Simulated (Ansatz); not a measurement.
A self-consistent single point of ZnSnSb₂ (Pmm2, 4 atoms in the cell) with Ansatz (a program for electronic structure).

Method: LDA (PW92), default PAW files made with PBE (plane waves; Ansatz).

```
ZnSnSb2
1.0
    4.49910     0.00000     0.00000
    0.00000     4.49910     0.00000
    0.00000     0.00000     6.29437
Zn Sn Sb
1 1 2
Direct
  0.00000   0.00000   0.00794
  0.50000   0.50000   0.50000
  0.00000   0.50000   0.22240
  0.50000   0.00000   0.77760
```

Reference input (self-consistent single point, DFT, LDA (PW92), plane waves, default PAW files made with PBE): basis.ecutwfc = 420 eV; kpoints.mp_grid.grid = 7 7 5; hamiltonian.xc = lda; hamiltonian.pseudopotentials = {kind: paw} (the program's default PAW files); scf.occupations.method = fermi_dirac; scf.occupations.width = 0.1 eV. This run's input differs from it in these lines:

Ansatz 0.2 input:
```diff
@@ -15,3 +15,3 @@
   mp_grid:
-    grid: [7, 7, 5]
+    grid: [12, 12, 8]
 hamiltonian:
@@ -22,4 +22,4 @@
   occupations:
-    method: fermi_dirac
-    width: 0.1 eV
+    method: cold
+    width: 0.02 eV
 output:
```

Log, with long lists cut:

```
SCF iter   1: F=—  HF=-21797.415325 eV  |F-HF|=—  |Δ(HF+E_count)|=         —  Δρ=5.75e-3  dr2=2.12e-2  ethr=1.77e-3  ⟨swp⟩=7.8  Hψ=39617  notcnv=0  defer=1
all-band conjugate gradients solve this SCF's bands
preconditioner: auto → Resta (q_TF=auto, 2.379 Å⁻¹)
SCF iter   2: F=—  HF=-21797.407416 eV  |F-HF|=—  |Δ(HF+E_count)|=   7.91e-3  S|Δr|=    0.00e0  Δρ=2.60e-3  dr2=4.88e-3  ethr=3.78e-5  ⟨swp⟩=2.2  Hψ=15850  notcnv=0  defer=338
   [... lines left out ...]
SCF iter   6: F=—  HF=-21797.406323 eV  |F-HF|=—  |Δ(HF+E_count)|=   4.06e-7  S|Δr|=    0.00e0  Δρ=3.31e-5  dr2=2.90e-6  ethr=3.30e-8  ⟨swp⟩=2.8  Hψ=14275  notcnv=0  defer=338
SCF iter   7: F=—  HF=-21797.406324 eV  |F-HF|=—  |Δ(HF+E_count)|=   5.17e-7  S|Δr|=    0.00e0  Δρ=9.75e-6  dr2=1.77e-7  ethr=5.17e-9  ⟨swp⟩=2.0  Hψ=11173  notcnv=0  defer=338
SCF iter   8: F=-21797.406324 eV  HF=-21797.406324 eV  |F-HF|=1.02e-9  |Δ(HF+E_count)|=   1.56e-8  S|Δr|=    0.00e0  Δρ=2.18e-6  dr2=6.83e-9  ethr=1.79e-10  ⟨swp⟩=9.7  Hψ=33419  notcnv=0
SCF 1 converged in 8 iterations: F = -21797.406324 eV  dr2 = 6.83e-9
Stability not checked (fill_not_monotonic)
Free energy (F): -21797.406324 eV
Internal energy: -21797.406331 eV  (E = F + TS)
E sigma→0 (E₀):  -21797.406326 eV
Entropy (-TS):   0.000008 eV (0.002 meV/atom)
Fermi energy:    7.022044 eV
--- Forces (eV/Å), atoms counted from 1 ---
  atom   1  Zn     0.00000000     0.00000000    -0.23897543
  atom   2  Sn     0.00000000     0.00000000     0.05969305
  atom   3  Sb     0.00000000     0.00000000     0.01369552
  atom   4  Sb     0.00000000     0.00000000     0.16561437
--- Stress (GPa, compression-positive) ---
       -2.835122       0.000000       0.000000
        0.000000      -2.361125       0.000000
        0.000000       0.000000      -2.560294
  P = ⅓ Tr σ = -2.5855 GPa (-25.855 kbar)
  The stress holds the Pulay correction. Without it, at fixed plane waves, as pw.x and ABINIT print it: P = -2.6167 GPa
```

The run converged in 8 iterations. Against the reference run the free energy hardly moves (within 1 meV/atom), the pressure hardly changes (-2.53 to -2.59 GPa) and the largest force goes from 0.232 to 0.239 eV/Å.

The starting cell comes from a database of computed structures (which also holds hypothetical and non-ambient phases and stackings), without a prior relaxation at this level. Its lattice was rescaled by up to half a per cent. One atom was moved a little off its site on purpose. Ansatz's pressure includes its estimate of the finite-basis (Pulay) stress. The run gives no clean gap (levels at the Fermi energy touch, overlap or are partly filled at this smearing), which alone does not show that the compound is a metal.

Cost on one core of a shared machine: roughly 2 min.
